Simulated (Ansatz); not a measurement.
## AlBO3: response to strain

The reference is AlBO3 (space group R-3c, No. 167; a = 4.475 Å, c = 13.738 Å (hexagonal axes)). Axes: x lies along a and z along c of the hexagonal cell.

Strains are applied to the cell and any free atomic positions relax.

Calculations: PBEsol in Ansatz (plane waves to 420 eV, PAW, no spin-orbit coupling).

Notes on the quantities. pressure: mean of the normal stresses, compression positive.

| case | pressure | gap character | band gap |
|---|---|---|---|
| base | -0.01 GPa | indirect, Γ → k = (0.222, 0.222, 0.222) in the run's primitive reciprocal basis | 5.80 eV |
| isotropic strain +2.40 % | -13.56 GPa | direct at Γ | 5.49 eV |
| uniaxial strain ε_xx = −3.56 % | 9.85 GPa | indirect, Γ → k = (0.222, 0.222, 0.222) in the run's primitive reciprocal basis | 5.78 eV |
| uniaxial strain ε_yy = +0.20 % | -0.49 GPa | indirect, Γ → k = (0.222, 0.222, 0.222) in the run's primitive reciprocal basis | 5.79 eV |

Stability against distortions was not tested. k-point labels follow each cell's own Brillouin zone.

Ansatz is a quantum-chemistry and plane-wave program.
